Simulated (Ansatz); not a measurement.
Results of r²SCAN (Ansatz, an electronic-structure program, PAW) for LuAlN₂ (model structure, started from the ScAlN2 type, P3m1, No. 156, 4 atoms in the cell).

Settings: plane-wave cutoff 560 eV, 12×12×6 k mesh (along the axes of the cell as run), Fermi–Dirac smearing 0.01 eV, scalar-relativistic PAW data made under PBE.

Cell (relaxed at this level):

AlLuN$_{2}$ is taken in the trigonal space group P3m1 (No. 156), Pearson symbol hP4. Conventional cell: a = 3.399 Å, b = 3.399 Å, c = 5.382 Å, α = 90.00°, β = 90.00°, γ = 120.00°. Lu on 1b has 3 N at 2.104 Å and 1 N at 2.256 Å and 1 N at 3.127 Å. N1 on 1b is coordinated by 3 Al at 2.027 Å and 1 Lu at 2.256 Å and 1 Lu at 3.127 Å. Al on 1c is coordinated by 1 N at 1.860 Å and 3 N at 2.027 Å (tetrahedral). N2 on 1c is coordinated by 1 Al at 1.860 Å and 3 Lu at 2.104 Å (tetrahedral). (Neighbours: up to the widest gap in distance over summed covalent radii, below 1.35, at either atom; cation-cation and far metal-metal contacts left out.)

Problem. Give the computed band gap and bulk modulus.

Solution. 
- band gap = 2.59 eV (on the SCF k mesh)
- bulk modulus = 154 GPa

Note: the bulk modulus is −V dP/dV from two relaxed cells at ±2 % in volume; the relaxation could raise the start's symmetry but not lower it, so the cell can be a saddle point.

Spin–orbit coupling is not included.

It cost about 7 core-minutes (a rough figure) of CPU time.

A model structure was made by putting elements into a prototype or built by hand; it is no filed structure, need not be a known phase, and can be a saddle point held by its symmetry.
